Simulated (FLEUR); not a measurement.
Worked example: self-consistent single point of VH (Fm-3m, 2 atoms in the cell) in FLEUR.

Method: PBEsol, all-electron FLAPW (FLEUR), scalar-relativistic valence.

The change in words: lattice scaled by 0.98. Reference geometry:
```
VH
1.0
    0.00000     1.96375     1.96375
    1.96375     0.00000     1.96375
    1.96375     1.96375     0.00000
V H
1 1
Cartesian
  0.00000   0.00000   0.00000
  1.96375   1.96375   1.96375
```

Reference input (self-consistent single point, DFT, PBEsol, all-electron FLAPW (FLEUR), scalar-relativistic valence): Kmax = 4 1/bohr; GmaxXC = 20 1/bohr; xcFunctional = PBEs; jspins = 1; l_soc = F; mode = gauss; fermiSmearingEnergy = 0.00367493 Htr; mesh (inpgen div1-3) = 14 14 14; inpgen gamma flag = true; Gmax = 20 1/bohr; numbands = 0; maxIterBroyd = 15. This run's input differs from it in these lines:

```diff
@@ -3,5 +3,5 @@
 &input film=f /
-0.0000000000 3.7109591259 3.7109591259
-3.7109591259 0.0000000000 3.7109591259
-3.7109591259 3.7109591259 0.0000000000
+-0.0000000000 3.6367401323 3.6367401323
+3.6367401323 0.0000000000 3.6367401323
+3.6367401323 3.6367401323 -0.0000000000
 1.0
@@ -44,5 +44,5 @@
          <bravaisMatrix>
-            <row-1>    0.0000000000000000     3.7109591259000001     3.7109591259000001</row-1>
-            <row-2>    3.7109591259000001     0.0000000000000000     3.7109591259000001</row-2>
-            <row-3>    3.7109591259000001     3.7109591259000001     0.0000000000000000</row-3>
+            <row-1>    0.0000000000000000     3.6367401322999999     3.6367401322999999</row-1>
+            <row-2>    3.6367401322999999     0.0000000000000000     3.6367401322999999</row-2>
+            <row-3>    3.6367401322999999     3.6367401322999999     0.0000000000000000</row-3>
          </bravaisMatrix>
```

Output (repeated stretches shortened):

```
 Iteration:     1   Distance:      16.58690977 me/bohr^3
 Iteration:     2   Distance:      14.62936955 me/bohr^3
 Iteration:     3   Distance:       6.86897887 me/bohr^3
 Iteration:     4   Distance:       5.21732940 me/bohr^3
 Iteration:     5   Distance:       0.84379448 me/bohr^3
   [... 3 lines left out ...]
 Iteration:     9   Distance:       0.00317123 me/bohr^3
 Iteration:    10   Distance:       0.00024964 me/bohr^3
 Iteration:    11   Distance:       0.00015445 me/bohr^3
 Iteration:    12   Distance:       0.00000785 me/bohr^3
 Run finished successfully
 Stop message:
   Structural relaxation: Done

[file out, last iteration]
             iter=     13
[...]
          total density-effective poten   -1.5081133791E+03
          total charge density-energy d   -4.4837579581E+01
 Updated energy parameters for spin:           1
[...]
 fermi energy and band-weighting factors:

[...]
FERMIE:
          first approx. to ef    (T=0)  :   0.461084 htr   (energy of the highest occ. eigenvalue)
          number of occ. states  (T=0)  :        725
          first approx. to seigv (T=0)  :  -7.290813 htr
          sum of weights of occ. states :   7.008746
          sum of semicore charge        :   0.000000 e
          fermi energy=   0.46078 har   work function= -12.53853 ev
          number of valence electrons=  14.00000
     band-weighting factor for spin=    1
   [... lines left out ...]
          total moment                 =     0.00000
 Direct bandgap for spin            1 :    1.0013894198021678E-002  Htr
 ---->    free energy=                      -948.9181639649 htr
   [... lines left out ...]
      extrapolation for T->0
 ---->    total electron energy=            -948.9181639649 htr
 ***** TOTAL FORCES ON ATOMS *****
 TOTAL FORCE FOR ATOM TYPE=  1  X=  0.000   Y=  0.000   Z=  0.000
                       FX_TOT= 0.000000 FY_TOT= 0.000000 FZ_TOT= 0.000000
 TOTAL FORCE FOR ATOM TYPE=  2  X=  3.637   Y=  3.637   Z=  3.637
                       FX_TOT= 0.000000 FY_TOT= 0.000000 FZ_TOT= 0.000000
 Structural relaxation: Done
```

The run converged in 12 iterations. FLEUR gives forces in its relaxation mode, with a further iteration, so its stop message speaks of a relaxation. Against the reference run the total energy goes up by 6.0 meV/atom.

The starting cell comes from a database of computed structures (which also holds hypothetical and non-ambient phases and stackings), without a prior relaxation at this level. For this run, on top of that: lattice scaled by 0.98. Spin polarisation is off. Values depend on the basis (sphere radii, cutoffs, local orbitals), which need not be converged. The log's line on a gap gives a spacing of levels on this mesh, which the program prints for metals too.
